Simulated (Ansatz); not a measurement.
Take BeSe in the zinc blende structure (space group F-43m, No. 216; a = 5.178 Å) as the base.

Calculations: plane-wave PAW DFT at the PBE level (Ansatz, a quantum-chemistry and plane-wave program, 420 eV), no SOC, earlier PAW set.

One change was made to it. Results:

The electron mass becomes 0.88 mₑ along k, 0.27 mₑ across (at X) (base: 0.90 mₑ along k, 0.27 mₑ across (at X)); the lattice parameter a decreases by 0.046 Å, from 5.178 Å to 5.132 Å; the smallest direct gap rises by 0.20 eV to 4.42 eV.

Which of these changes matches the shifts?
A) pressure 30 GPa
B) pressure 0.9 GPa
C) pressure 2.1 GPa
D) pressure 4.5 GPa

C, pressure 2.1 GPa. For comparison, the electron mass in the other runs: pressure 4.5 GPa gives 0.86 mₑ along k, 0.26 mₑ across (at X); pressure 30 GPa gives 0.79 mₑ along k, 0.23 mₑ across (at X); pressure 0.9 GPa gives 0.89 mₑ along k, 0.27 mₑ across (at X).

Load acts through the strain it causes; cell and atoms are relaxed under it. Masses are band curvatures over ±0.01 Å⁻¹ around the edge. Along k means along the line from Γ to the band edge. No phonon test of stability was made. No other phases were tried under pressure.
